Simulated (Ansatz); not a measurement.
## Formation enthalpy of SnGe (model structure, started from the CsCl type, Pm-3m, No. 221, 2 atoms in the cell) at several levels of theory

No measured value is used here.

```json
[
 {"level (code)": "PBE (Ansatz)", "value (eV/atom)": "0.204"},
 {"level (code)": "PBEsol (Ansatz)", "value (eV/atom)": "0.173"},
 {"level (code)": "PBE-D3(BJ) (Ansatz)", "value (eV/atom)": "(withheld)"}
]
```

Problem. Fill in the missing entries.

Solution. 
- PBE-D3(BJ) (Ansatz, a first-principles code), value (eV/atom): 0.166

Density-functional levels without +SOC have no spin–orbit coupling, which shifts binding energies of heavy elements. PBE-D3(BJ): a distance lies near a switch of the dispersion term, which can move the cell. Each level is taken at its own relaxed cell. Ansatz's density-functional and Hartree–Fock values are scalar-relativistic unless marked +SOC, with PAW data made under PBE.

A model structure was made by putting elements into a prototype or built by hand; it is no filed structure, need not be a known phase, and can be a saddle point held by its symmetry.
